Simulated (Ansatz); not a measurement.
Defect migration in fcc Cu: Al-vacancy pair (Al on one host Cu site, one Cu site vacant), neutral cell. Computed with PBE, PAW (plane waves to 420 eV; Ansatz, an electronic-structure program).

Cell of 32 host sites held at the relaxed PBE lattice; a 3×3×3 k-point mesh shifted by half a step; Fermi-Dirac width 0.10 eV, spin-restricted; finite-size errors left in. Static, classical nuclei. Forms of the defect that were not tried may lie lower.

Barriers: single points on a 5×5×5 k-point mesh shifted by half a step at the bands' geometries.

Relaxed starting cell (atoms counted from 1):

```yaml
crystal:
  lattice:
    - [7.26000, 0.00000, 0.00000]
    - [0.00000, 7.26000, 0.00000]
    - [0.00000, 0.00000, 7.26000]
  atoms:
    - { symbol: Al, position: [0.99903, 0.00566, 0.00795] }
    - { symbol: Cu, position: [0.99887, 0.00345, 0.49838] }
    - { symbol: Cu, position: [0.99901, 0.49638, 0.00527] }
    - { symbol: Cu, position: [0.99882, 0.49642, 0.49884] }
    - { symbol: Cu, position: [0.49875, 0.00009, 0.00232] }
    - { symbol: Cu, position: [0.49898, 0.00025, 0.50139] }
    - { symbol: Cu, position: [0.49901, 0.49913, 0.00260] }
    - { symbol: Cu, position: [0.49900, 0.49882, 0.50093] }
    - { symbol: Cu, position: [0.99886, 0.25067, 0.75187] }
    - { symbol: Cu, position: [0.99892, 0.74968, 0.25300] }
    - { symbol: Cu, position: [0.99892, 0.74978, 0.75184] }
    - { symbol: Cu, position: [0.49882, 0.25037, 0.25242] }
    - { symbol: Cu, position: [0.49892, 0.25016, 0.75096] }
    - { symbol: Cu, position: [0.49888, 0.74858, 0.25239] }
    - { symbol: Cu, position: [0.49896, 0.74904, 0.75129] }
    - { symbol: Cu, position: [0.24878, 0.00210, 0.25349] }
    - { symbol: Cu, position: [0.24928, 0.00010, 0.75042] }
    - { symbol: Cu, position: [0.24608, 0.49689, 0.25244] }
    - { symbol: Cu, position: [0.24844, 0.49910, 0.75109] }
    - { symbol: Cu, position: [0.74893, 0.00205, 0.25316] }
    - { symbol: Cu, position: [0.74858, 0.00017, 0.75058] }
    - { symbol: Cu, position: [0.75154, 0.49702, 0.25231] }
    - { symbol: Cu, position: [0.74960, 0.49906, 0.75113] }
    - { symbol: Cu, position: [0.24866, 0.25116, 0.00414] }
    - { symbol: Cu, position: [0.24657, 0.25012, 0.49950] }
    - { symbol: Cu, position: [0.24928, 0.74822, 0.00254] }
    - { symbol: Cu, position: [0.24829, 0.74882, 0.50113] }
    - { symbol: Cu, position: [0.74905, 0.25113, 0.00407] }
    - { symbol: Cu, position: [0.75115, 0.25012, 0.49932] }
    - { symbol: Cu, position: [0.74861, 0.74833, 0.00247] }
    - { symbol: Cu, position: [0.74962, 0.74898, 0.50113] }
```

End state 1 differs by these moves (Å; atoms that move under 0.08 Å are left out):

```tsv
atom	element	Δx	Δy	Δz
3	Cu	0.00	-1.76	1.77
```

Question: What forward and backward barriers to end state 1 does PBE, PAW give?

Answer: forward 0.70 eV, backward 0.71 eV; at the saddle point atom 3 has neighbours Al at 2.78; 2 Cu at 2.36, 2 Cu at 2.37, Cu at 2.79, 2 Cu at 2.80 Å. The saddle point's order was not checked, and it lies on a symmetry element of the cell, where a band can be held.

End state 2 differs by these moves (Å; atoms that move under 0.08 Å are left out):

```csv
atom,element,Δx,Δy,Δz
22,Cu,1.77,-1.76,0.01
```

Question: Give the forward and backward barriers to end state 2 at the level PBE, PAW.

Answer: forward 0.76 eV, backward 0.70 eV; at the saddle point atom 22 has neighbours 4 Cu at 2.37, 2 Cu at 2.79, 2 Cu at 2.80 Å. The saddle point's order was not checked.

End state 3 differs by these moves (Å; atoms that move under 0.08 Å are left out):

```tsv
atom	element	Δx	Δy	Δz
4	Cu	0.00	-1.76	-1.76
```

Question: Estimate the forward and backward barriers to end state 3 that PBE, PAW returns for this input.

Answer: forward 0.77 eV, backward 0.72 eV; at the saddle point atom 4 has neighbours 4 Cu at 2.37, 2 Cu at 2.78, 2 Cu at 2.80 Å. The saddle point's order was not checked, and it lies on a symmetry element of the cell, where a band can be held.

End state 4 differs by these moves (Å; atoms that move under 0.08 Å are left out):

```json
[
 {"atom": "1", "element": "Al", "Δx": "0.00", "Δy": "1.72", "Δz": "1.72"}
]
```

Question: Predict the forward and backward barriers to end state 4 from PBE, PAW.

Answer: forward 0.60 eV, backward 0.60 eV; at the saddle point atom 1 has neighbours 4 Cu at 2.37, 4 Cu at 2.80 Å. The saddle point's order was not checked, and it lies on a symmetry element of the cell, where a band can be held.
